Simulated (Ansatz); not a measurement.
A computed series for SnO2: response to strain

The reference is SnO$_{2}$ in the rutile structure (space group P4_2/mnm, No. 136).

```yaml
crystal:
  lattice:
    - [4.72236, 0.00000, 0.00000]
    - [0.00000, 4.72236, 0.00000]
    - [0.00000, 0.00000, 3.19034]
  atoms:
    - { symbol: Sn, position: [0.00000, 0.00000, 0.00000] }
    - { symbol: Sn, position: [0.50000, 0.50000, 0.50000] }
    - { symbol: O, position: [0.30607, 0.30607, 0.00000] }
    - { symbol: O, position: [0.80607, 0.19393, 0.50000] }
    - { symbol: O, position: [0.19393, 0.80607, 0.50000] }
    - { symbol: O, position: [0.69393, 0.69393, 0.00000] }
```

Cartesian axes are those of the cell as printed.

Strains are applied to the cell and any free atomic positions relax.

The values are results of LDA/PAW in Ansatz (a quantum-chemistry and plane-wave program), scalar-relativistic without spin-orbit coupling, not measurements.

Notes on the quantities. energy relative to the base: free energy F.

```json
[
 {"uniaxial strain ε_xx (%)": "0", "energy relative to the base (meV/atom)": "0.0"},
 {"uniaxial strain ε_xx (%)": "0.6", "energy relative to the base (meV/atom)": "0.3"},
 {"uniaxial strain ε_xx (%)": "1.2", "energy relative to the base (meV/atom)": "?"},
 {"uniaxial strain ε_xx (%)": "1.8", "energy relative to the base (meV/atom)": "2.9"},
 {"uniaxial strain ε_xx (%)": "2.4", "energy relative to the base (meV/atom)": "5.1"},
 {"uniaxial strain ε_xx (%)": "3", "energy relative to the base (meV/atom)": "8.0"}
]
```

### Question
Fit ΔE = Aε² + Bε³ (ε in %) to the rows shown and predict the withheld row.

### Answer
Least squares on the printed values gives A = 0.889 and B = -0.00034 meV/atom (largest residual 0.0 meV/atom); this predicts 1.3 meV/atom, and the run gives 1.3 meV/atom, in agreement.

No phonon test of stability was made.
